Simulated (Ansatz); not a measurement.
Consider SrCl₂ in the fluorite structure (space group Fm-3m, No. 225).

```
CELL_PARAMETERS angstrom
      0.00000     3.52050     3.52050
      3.52050     0.00000     3.52050
      3.52050     3.52050     0.00000
ATOMIC_POSITIONS crystal
  Sr 0.00000 0.00000 0.00000
  Cl 0.25000 0.25000 0.25000
  Cl 0.75000 0.75000 0.75000
```

Method: PBE (Ansatz, an electronic-structure program; PAW; 420 eV plane waves; no spin-orbit coupling).

For the base:

- Smallest direct gap = 5.52 eV
- Electron mass = 0.38 mₑ (at Γ)
- Gap character = indirect, X → Γ

The change: an isotropic linear strain of +3.00 %; the atoms relax in the strained cell.

How does this affect the smallest direct gap?

The smallest direct gap falls by 0.325 eV, from 5.52 eV to 5.19 eV.

What does the calculation give for the electron mass after the change?

The electron mass becomes 0.39 mₑ (at Γ) (base: 0.38 mₑ (at Γ)).

How does this affect the energy relative to the base?

The energy rises by 22 meV/atom.

What does the calculation give for the gap character after the change?

The gap character remains indirect, X → Γ.

Predict the new mean gap deformation potential ΔEg/Δln V.

The mean gap deformation potential ΔEg/Δln V amounts to -3.8 eV.

Masses are band curvatures over ±0.01 Å⁻¹ around the edge. Stability against distortions was not tested.
